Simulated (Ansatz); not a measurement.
The starting structures come from a database of crystals and need not be the phases stable at ambient conditions.

 Where the default PAW files enter, the runs use the earlier of Ansatz's two default sets.

By LDA, the system below comes out a metal.

The ballistic (Sharvin) conductance counts the channels at the Fermi level: G/A = (e²/h) × channels of both spins per area.

Input:

```
Cu
1.0
    2.53076     0.00000     0.00000
   -1.26538     2.19170     0.00000
    0.00000     0.00000     8.26182
Cu
4
Direct
  0.00000   0.00000   0.00000
  0.00000   0.00000   0.50000
  0.33333   0.66667   0.25000
  0.66667   0.33333   0.75000
```

Space group of this cell: P6_3/mmc. The cell is taken as given; by LDA its mean pressure is -8.4 GPa.

The current flows along the normal of the first two printed cell vectors, the (001) plane of the conventional cell. No spin-orbit coupling; the value is a mean over 0.1 eV about the Fermi level.

### Question
Predict the ballistic conductance per area from LDA (Ansatz, a quantum-chemistry and plane-wave program).

### Answer
1.1 × 10¹⁵ S/m² for both spins.
